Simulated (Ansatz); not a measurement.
## A computed series for TiPt3: response to strain

Base system: TiPt3 in the Cu3Au type structure (space group Pm-3m, No. 221; relaxed with 0.1 eV smearing).

```
TiPt3
1.0
    3.89962     0.00000     0.00000
    0.00000     3.89962     0.00000
    0.00000     0.00000     3.89962
Ti Pt
1 3
Direct
  0.00000   0.00000   0.00000
  0.00000   0.50000   0.50000
  0.50000   0.00000   0.50000
  0.50000   0.50000   0.00000
```

Strains are applied to the cell and any free atomic positions relax.

The values are results of plane-wave PAW DFT at the PBEsol level (Ansatz, a first-principles code, 420 eV), without spin-orbit coupling, not measurements.

Notes on the quantities. energy relative to the base: free energy F.

```tsv
variant	volume per atom	energy relative to the base	pressure
base	14.83 Å³	0 meV/atom	0.0 GPa
isotropic strain +0.60 %	15.09 Å³	+3.9 meV/atom	-4.6 GPa
isotropic strain +1.20 %	15.37 Å³	+15 meV/atom	…
isotropic strain +1.80 %	15.64 Å³	+33 meV/atom	-12.4 GPa
isotropic strain +2.40 %	15.92 Å³	+58 meV/atom	-15.8 GPa
isotropic strain +3.00 %	16.20 Å³	…	-18.8 GPa
```

Task: What belongs in the blanks?

Result: 
- isotropic strain +1.20 %, pressure: -8.7 GPa
- isotropic strain +3.00 %, energy relative to the base: +88 meV/atom

Stability against distortions was not tested. All final runs are without spin polarisation.
